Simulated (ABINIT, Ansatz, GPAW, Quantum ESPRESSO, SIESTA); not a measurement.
**Sn (Fd-3m, 2 atoms in the cell) computed with different codes at matched settings**

Self-consistent single point.

```yaml
crystal:
  lattice:
    - [0.00000, 3.24450, 3.24450]
    - [3.24450, 0.00000, 3.24450]
    - [3.24450, 3.24450, 0.00000]
  atoms:
    - { symbol: Sn, position: [0.00000, 0.00000, 0.00000] }
    - { symbol: Sn, position: [0.25000, 0.25000, 0.25000] }
```

Shared settings, as Ansatz (a program for electronic structure) writes them: kpoints.mp_grid.grid = 3 3 3; scf.occupations.method = fermi_dirac; scf.occupations.width = 0.05 eV. Potentials and cutoffs stand in the table.

```
code                                                                                                                                model  pressure (GPa)       cutoff
----------------  -----------------------------------------------------------------------------------------------------------------------  --------------  -----------
ABINIT                                                           PBE, norm-conserving pseudopotentials (PseudoDojo nc-sr-05 PBE standard)            5.14        36 Ha
GPAW                                                                                         PBE, GPAW PAW datasets PBE (gpaw-data 1.0.1)            4.81       600 eV
SIESTA            GGA PBE, numerical atomic orbitals DZP, PseudoDojo PBE standard norm-conserving potentials (rewritten from UPF to PSML)            5.40  grid 350 Ry
Ansatz                                                                                                             PBE, default PAW files            5.11      default
Quantum ESPRESSO                                                                           PBE, GBRV 1.5 ultrasoft (PBE) pseudopotentials            4.98        40 Ry
```

The spread over the programs that give each value: pressure within 0.59 GPa.

SIESTA uses small atom-centred bases, whose incompleteness enters pressures, forces and empty levels differently from a plane-wave cutoff. Ansatz's pressure is given at a fixed set of plane waves, as the other plane-wave codes print theirs.

On the base mesh (9 9 9) the same programs gave: Ansatz pressure 3.23 GPa; Quantum ESPRESSO pressure 3.12 GPa; ABINIT pressure 3.25 GPa; GPAW pressure 2.97 GPa; SIESTA pressure 3.53 GPa.

The values differ from the base mesh's, so the mesh still matters here: the table compares the programs at equal settings.

The starting cell has typed, rounded lattice constants, without a prior relaxation at this level.

Left out of this page: CP2K (on another mesh); Elk (not drawn, or without a comparable value).

Keys are those of Ansatz 0.2.
